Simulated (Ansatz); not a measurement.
Where the default PAW files enter, the runs use the earlier of Ansatz's two default sets.

Tunnelling through a barrier is set by its complex band structure: the current falls as exp(−2κd) with the smallest κ.

Given:

```
HfO2
1.0
    5.03180     0.00000     0.00000
    2.51590     5.75134     0.00000
    2.51590    -1.10057     2.26241
Hf O
2 4
Cartesian
  2.51590   2.32538   1.13120
  0.00000   0.00000   0.00000
  3.77385   3.79285   0.44617
  6.28975   0.36689   1.57737
  6.28975   4.28387   0.68504
  3.77385   0.85792   1.81624
```

Space group of this cell: P4_2/nmc. The cell is taken as given; by r2SCAN its mean pressure is 4.2 GPa.

Transport runs along the normal of the first two printed cell vectors, the (111) plane of the conventional cell.

The gap is the functional's own. No spin-orbit coupling. Mid-gap values are interpolated on the energy grid.

State the band gap and the smallest decay constant κ at mid-gap according to r2SCAN in Ansatz (a program for electronic structure).

Gap 5.31 eV on a 14×14×14 mesh; κ = 0.363 1/Å, at the zone centre.
